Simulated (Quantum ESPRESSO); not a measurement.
# Quick settings and what they miss: ScAl3 (I4/mmm, 4 atoms in the cell)

Self-consistent single point.

```
CELL_PARAMETERS angstrom
      2.00193    -2.00193     4.39931
      2.00193     2.00193     4.39931
     -2.00193    -2.00193     4.39931
ATOMIC_POSITIONS crystal
  Sc 0.00000 0.00000 0.00000
  Al 0.50000 0.25000 0.75000
  Al 0.50000 0.75000 0.25000
  Al 0.00000 0.50000 0.50000
```

Method of the run: LDA (PZ), GBRV 1.5 ultrasoft (LDA) pseudopotentials (plane waves; Quantum ESPRESSO 7.5).

Base settings: ecutwfc = 50 Ry; ecutrho = 400 Ry; occupations = smearing; smearing = methfessel-paxton; degauss = 0.0036749 Ry; potentials = {Sc: sc_lda_v1.uspp.F.UPF, Al: al_lda_v1.uspp.F.UPF}; K_POINTS = automatic 12 12 12 0 0 0; conv_thr = 1e-10 Ry.

Tight run (finer mesh or higher cutoff; not a proven limit): ecutwfc: 50 Ry → 70 Ry; ecutrho: 400 Ry → 560 Ry; conv_thr: 1e-10 Ry → 7.3e-11 Ry; K_POINTS: automatic 12 12 12 0 0 0 → automatic 17 17 17 0 0 0. It gave Fermi level (on the code's own zero) 8.22 eV; pressure -3.58 GPa.

Quick runs, as changes from the base:
- A: the base itself
- B: ecutwfc: 50 Ry → 25 Ry; ecutrho: 400 Ry → 200 Ry; smearing: methfessel-paxton → fermi-dirac; degauss: 0.0036749 Ry → 0.036749 Ry; K_POINTS: automatic 12 12 12 0 0 0 → automatic 4 4 4 1 1 1
- C: ecutwfc: 50 Ry → 48 Ry; ecutrho: 400 Ry → 384 Ry; pseudopotentials: {Sc: sc_lda_v1.uspp.F.UPF, Al: al_lda_v1.uspp.F.UPF} → {Sc: Sc_ONCV_PBE-1.0.oncvpsp.upf, Al: Al.pbe-n-kjpaw_psl.1.0.0.UPF}; K_POINTS: automatic 12 12 12 0 0 0 → automatic 6 6 6 1 1 1; input_dft: default → pbesol [PBEsol]
- D: degauss: 0.0036749 Ry → 0.019992 Ry; K_POINTS: automatic 12 12 12 0 0 0 → automatic 4 4 4 0 0 0
- E: ecutwfc: 50 Ry → 30 Ry; ecutrho: 400 Ry → 240 Ry; K_POINTS: automatic 12 12 12 0 0 0 → automatic 3 3 3 1 1 1
- F: ecutwfc: 50 Ry → 30 Ry; ecutrho: 400 Ry → 240 Ry; K_POINTS: automatic 12 12 12 0 0 0 → automatic 1 1 1 0 0 0

Energies are extrapolated to zero smearing width, which holds to low order in the width alone (under cold and Methfessel-Paxton smearing the free energy itself is taken).

Dashes: time of B, D, E, F, under 30 s; energy of C, another energy zero.

† marks runs with another functional, U, potentials or spin treatment: their distance from the tight run is not a convergence error alone.

The count of work is k-points × plane waves × bands × iterations; it is no time. Core times come from one kind of shared machine and are given to one figure; runs under 30 s give none.

The starting cell comes from a database of computed structures (which also holds hypothetical and non-ambient phases and stackings), without a prior relaxation at this level. Its lattice was rescaled by a random factor within 2.5 % of one. In the base run, with a pressure of about -4 GPa the cell is away from its equilibrium volume at this level.

```
run  energy less tight (meV/atom)  pressure less tight (GPa)  count of work / tight  core time / tight (rough)
---  ----------------------------  -------------------------  ---------------------  -------------------------
A                             0.3                      -0.01                   0.21                        0.2
B                             4.9                       0.89                 0.0037                          –
C†                              –                       2.70                  0.031                       0.06
D                             3.6                      -0.13                  0.014                          –
E                            39.7                       0.45                 0.0045                          –
F                          1606.7                      -6.06                 0.0011                          –
```

Among the runs at the tight run's level, the energy misses run from 0.3 to 1606.7 meV/atom.
